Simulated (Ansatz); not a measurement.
**Relaxation of the atoms of CaZrTlF7 (Cmcm, 20 atoms in the cell) at several settings**

```xyz
20
Lattice="3.5038 -5.6678 0.0000 3.5038 5.6678 0.0000 0.0000 0.0000 8.6510" Properties=species:S:1:pos:R:3 pbc="T T T"
Ca     3.5038     2.1678     6.4882
Ca     3.5038    -2.1678     2.1627
Zr     3.5038    -2.1836     6.4882
Zr     3.5038     2.1836     2.1627
Tl     0.0000     0.0000     4.3255
Tl     0.0000     0.0000     0.0000
F      5.5598    -1.6092     6.4882
F      1.4477     1.6092     2.1627
F      5.5598     1.6092     2.1627
F      1.4477    -1.6092     6.4882
F      3.5038    -2.2791     4.4400
F      3.5038     2.2791     4.2110
F      3.5038     2.2791     0.1145
F      3.5038    -2.2791     8.5365
F      3.5038    -0.1160     6.4882
F      3.5038     0.1160     2.1627
F      1.2293     1.7332     6.4882
F      5.7783    -1.7332     2.1627
F      1.2293    -1.7332     2.1627
F      5.7783     1.7332     6.4882
```

Base: PBEsol, default PAW files made with PBE in Ansatz (an electronic-structure program). Its settings: kpoints.mp_grid.grid = 4 4 3; kpoints.mp_grid.shift = 0.5 0.5 0.5; hamiltonian.xc = pbesol; hamiltonian.pseudopotentials = {kind: paw} (the program's default PAW files); scf.occupations.method = fixed. Starting volume 17.18 Å³ per atom.

Each line gives the change from the base single point and the result:

- atoms moved at random; relax: default → atoms; relax.f_tol: default → 0.005 eV/Å: pressure -1.98 GPa; largest force (vector length) 0.004 eV/Å; relaxation steps 9; free energy against the base single point -7.6 meV/atom.
- atoms moved at random; relax: default → atoms; relax.f_tol: default → 0.03 eV/Å: pressure -1.99 GPa; largest force (vector length) 0.021 eV/Å; relaxation steps 9; free energy against the base single point -7.6 meV/atom.
- atoms moved at random; scf.convergence.dr2_threshold: default (1e-07 eV) → 0.001 eV; relax: default → atoms; relax.f_tol: default → 0.03 eV/Å: pressure -1.98 GPa; largest force (vector length) 0.013 eV/Å; relaxation steps 9; free energy against the base single point -7.6 meV/atom.

The starting cell comes from a database of computed structures (which also holds hypothetical and non-ambient phases and stackings), without a prior relaxation at this level. Ansatz's pressure includes its estimate of the finite-basis (Pulay) stress.

Keys are those of Ansatz 0.2.
